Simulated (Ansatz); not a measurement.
**What biaxial strain +1.67 %, plane normal [111], relaxed out of plane does to ZnAu**

Take ZnAu in the CsCl type structure (space group Pm-3m, No. 221; a = 3.129 Å; relaxed with 0.1 eV smearing) as the base. Axes: x, y, z lie along the cube axes.

Perturbation: biaxial strain +1.67 %, plane normal [111], relaxed out of plane (Cartesian); in-plane vectors clamped, the third vector and the atoms free.

Level of theory: DFT with PBEsol, PAW potentials and a 420 eV plane-wave cutoff in Ansatz (an electronic-structure program), without spin-orbit coupling. Settings: 18×18×18 k-points, 0.1 eV Fermi–Dirac smearing.

* **Volume per atom**: 15.61 Å³ (base 15.31 Å³)
* **Shortest interatomic distance**: 267.2 pm (base 270.9 pm)
* **Energy relative to the base (free energy F)**: +5.9 meV/atom
* **Band gap**: zero (base zero)
* **Out-of-plane strain**: -1.40 %
* **Ratio −ε⊥/ε∥**: 0.84
* **Mean in-plane stress (compression positive)**: -3.6 GPa

Final structure (turned so that z lies along the plane normal):

```xyz
2
Lattice="4.4984 0.0000 0.0000 2.2492 3.8958 0.0000 2.2492 -1.2986 1.7811" Properties=species:S:1:pos:R:3 pbc="T T T"
Zn     2.2492     1.2986     0.8906
Au     0.0000     0.0000     0.0000
```

Stability against distortions was not tested.
